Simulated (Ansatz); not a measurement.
# 1T (CdI2-type) PtTe2: bulk modulus by level of theory

No measured value is used here.

### Question
Put these levels in order of the bulk modulus that they give for 1T (CdI2-type) PtTe2, smallest first: LDA (Ansatz, a quantum-chemistry and plane-wave program), PBE (Ansatz), PBEsol (Ansatz).

### Answer
PBE (33.0 GPa), PBEsol (59.1 GPa), LDA (66.3 GPa)

Unless a cell is named, each level is at its own relaxed cell (LDA 23.76, PBE 25.98, PBEsol 24.26 Å³/atom).

Density-functional levels without +SOC have no spin–orbit coupling. PBEsol, PBE, LDA: the cell comes from a level without a dispersion term, which matters for the spacing of layers, chains or molecules. Each level is taken at its own relaxed cell. Ansatz's density-functional and Hartree–Fock values are scalar-relativistic unless marked +SOC, with PAW data made under PBE.
